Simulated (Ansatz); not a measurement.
Results of G0W0@PBEsol in Ansatz (plane waves, hard PAW, contour deformation) for SnS (Cmcm, No. 63, 4 atoms in the cell; start COD 9008295; the formula has other measured phases).

The cell has the measured lattice parameters. Conventional cell: a = 4.1480 Å, b = 11.4800 Å, c = 4.1770 Å, α = 90.00°, β = 90.00°, γ = 90.00°.

The quasiparticle gap at Γ at a fixed k mesh 2×2×2:

```
response cutoff           value (eV)
------------------------  ----------
150 eV, 762 empty bands        4.619
200 eV, 1173 empty bands       4.662
250 eV, 1640 empty bands       4.684
300 eV, 2156 empty bands       4.698
```

### Question
Taking the value to converge with the response cutoff E as E^(−3/2), extrapolate from the last two rows.

### Answer
With y = y∞ + c/w and weights w = 3953 and 5196 for the last two rows, y∞ = (w2 y2 − w1 y1)/(w2 − w1) = (5196 × 4.698 − 3953 × 4.684)/1243 = 4.743 eV, which lies 0.045 beyond the last row. Successive pairs of rows give 4.742, 4.739, 4.743. The limit also hangs on the law assumed, so its last digits aren't firm.

The other settings are not extrapolated, so this is the limit in one setting alone.

At the last cutoff the smallest gap on this mesh is 1.26 eV, with an edge away from Γ.

Spin–orbit coupling is not included.

Note: filled d or f shells below the valence bands can shift G0W0 gaps through exchange with them, which wasn't tested here.

Ansatz is an electronic-structure program.
